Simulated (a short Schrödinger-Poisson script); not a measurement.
System: gated Al0.33Ga0.67N/GaN polarisation-induced gas, at 300 K.

```csv
layer,material,thickness (nm),Na (cm⁻³)
1,Al0.33Ga0.67N,25,-
2,GaN,6000,7e14
```

The device is made up for the run: typed textbook-type constants, with dimensions and the other settings drawn at random. Al0.33Ga0.67N: permittivity 9.3, conduction-band edge (eV) 0.462, gap (eV) 4.09, electron mass (mₑ) 0.24, Nv at 300 K (cm⁻³) 4.6e19. GaN: permittivity 9.5, conduction-band edge (eV) 0, gap (eV) 3.43, Nv at 300 K (cm⁻³) 4.6e19.

Channel valleys (confinement mass, in-plane density-of-states mass, number): Γ 0.2, 0.2, 1. At the gate the conduction-band edge of layer 1 lies 1.37 eV − eVg above the Fermi level of the channel; the field vanishes at the back. Sheet of polarisation charge: +1.6e13 e/cm² at 25 nm from the gate. The barrier under the gate holds no holes. Gaps are held at their typed values at every temperature. Mesh 0.08 nm at interfaces.

From a short Schrödinger-Poisson script (our own, NumPy): 1D Poisson equation in equilibrium, electrons quantum, Hartree (BenDaniel-Duke, 40 states a valley, the channel's in-plane mass for all, wave functions free to enter the barrier), parabolic valleys, classical holes, full ionisation, no traps, pinning or gate leakage.

Q: List the lowest subbands of each valley and their electrons at Vg = 0.5 V.

A: 
| valley | subband | energy from the Fermi level (meV) | electrons (cm⁻²) | share (%) |
|---|---|---|---|---|
| Γ | 0 | -145.4 | 1.22e13 | 86.0 |
| Γ | 1 | -0.2 | 1.50e12 | 10.6 |
| Γ | 2 | 51.1 | 2.80e11 | 2.0 |

All electrons: 1.41e13 cm⁻².
